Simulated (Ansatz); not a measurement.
Bi_N in metastable zinc-blende AlN: one set of geometries, relaxed with PBE, evaluated in Ansatz (PAW, plane waves to 420 eV, 500 eV under r2SCAN) with PBE, r2SCAN.

Set-up: 64-site cell; 2×2×2 shifted k-points; start: the N site; charged states image-corrected; no spin–orbit coupling; not converged in cell size; flagged in the runs: a doubtful potential alignment.

| quantity | PBE | r2SCAN |
|---|---|---|
| host gap (eV) | 3.31 | ? |
| ε(+1/0) above the VBM (eV) | 1.49 | ? |
| largest moment on one atom at charge +1 (μB) | 0.13 | ? |
| neutral formation energy against rhombohedral Bi, N2 molecule in a box (eV) | 10.46 | ? |

Problem. Given the lower rungs, what does r2SCAN give?

Solution. 
- host gap (eV), r2SCAN: 3.92
- ε(+1/0) above the VBM (eV), r2SCAN: 1.67
- largest moment on one atom at charge +1 (μB), r2SCAN: 0.14
- neutral formation energy against rhombohedral Bi, N2 molecule in a box (eV), r2SCAN: 10.69

Ansatz is a quantum-chemistry and plane-wave program.
